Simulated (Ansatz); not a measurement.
The starting structures come from a database of crystals and need not be the phases stable at ambient conditions.

Consider the following.

```yaml
crystal:
  lattice:
    - [4.05962, 0.00000, 0.00000]
    - [0.00000, 4.05493, 0.00000]
    - [0.00000, 2.02746, 5.67352]
  atoms:
    - { symbol: Sn, position: [0.25000, 0.87690, 0.24620] }
    - { symbol: Sn, position: [0.75000, 0.12310, 0.75380] }
    - { symbol: S, position: [0.25000, 0.64787, 0.70426] }
    - { symbol: S, position: [0.75000, 0.35213, 0.29574] }
```

The cell was relaxed by PBE-D3(BJ); by PBEsol it stands under a pressure of -0.8 GPa.

Transport runs along the normal of the first two printed cell vectors.

The gap is the functional's own. No spin-orbit coupling. Mid-gap values are those at the computed energy nearest the middle.

State the band gap and the smallest decay constant κ at mid-gap according to PBEsol (Ansatz, a program for electronic structure).

Gap 0.26 eV on a 8×8×8 mesh; κ = 0.049 1/Å, at the zone centre.
